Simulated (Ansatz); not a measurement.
# Aydrogenated amorphous carbon (C120H16)

It comes from a melt-quench run on a machine-learned potential (CHGNet), relaxed afterwards by DFT. The hot cell started wider than the set density and was brought back towards it in steps. It is the lowest in DFT energy of 4 quenches. It is a model cell: composition and starting density were chosen by hand, and all elements were melted together. No dispersion term was used.

Level of theory: PBE, scalar-relativistic without spin-orbit coupling (plane waves to 420 eV, PAW; Ansatz, a first-principles code). Geometry, pressure, stress and energy are those of the PBE run. Its sampling: a 2×2×2 Γ-centred mesh; Fermi-Dirac width 0.01 eV; collinear spin, started from moments on atoms (at the end a net moment of 0.4 μB, with unpaired spins of both signs, a broken-symmetry state; no other order was tried). In the spin-polarised cell the level spacing at the Fermi energy can part levels of unlike spin. The levels at the Fermi energy are partly filled. A closed spacing in one fast-quenched cell at PBE doesn't show the material to be a metal.

- Number of atoms in the cell: 136
- Density (held, not predicted): 1.89 g/cm³
- Volume per atom: 9.40 Å³
- Pressure on a 2×2×2 Γ-centred mesh: -1.40 GPa
- Largest force and stress component on that mesh (the relaxation ran on one k-point at (1/4, 1/4, 1/4)): 0.16 eV/Å and 1.4 GPa
- Energy relative to graphite + CH4 gas (lowest mix at this level among the phases computed, not always the ambient ones): 0.551 eV/atom
- Level spacing at the Fermi energy on a 2×2×2 Γ-centred mesh (PBE): within the smearing (under twice its width)
- Net moment: 0.35 μB (unpaired spins of both signs, a broken-symmetry state)

Cut-offs for bonds: C-C 1.80 Å, C-H 1.30 Å, H-H 0.90 Å.

Mean coordination of C: 3.10 (3 with 2, 102 with 3, 15 with 4)
Mean coordination of H: 1.00 (16 with 1)
Mean C-C bond: 1.461 Å (spread 0.067 Å, 178 counted)
Mean C-H bond: 1.094 Å (spread 0.006 Å, 16 counted)

Its density started from a set value of 1.89 g/cm³. The simulated quench (nominally 360 K/ps over its main leg) is rapid and tends to freeze in more defects than a deposited or slowly cooled glass has. A cell of this size samples the disorder only roughly. The volume was held where the preparation left it and the shape relaxed, at a PBE pressure of -1.4 GPa (tension). Stress components on the final sampling reach 1.4 GPa. On a 2×2×2 Γ-centred mesh force components of up to 0.16 eV/Å stay, since the relaxation ran on one k-point at (1/4, 1/4, 1/4).
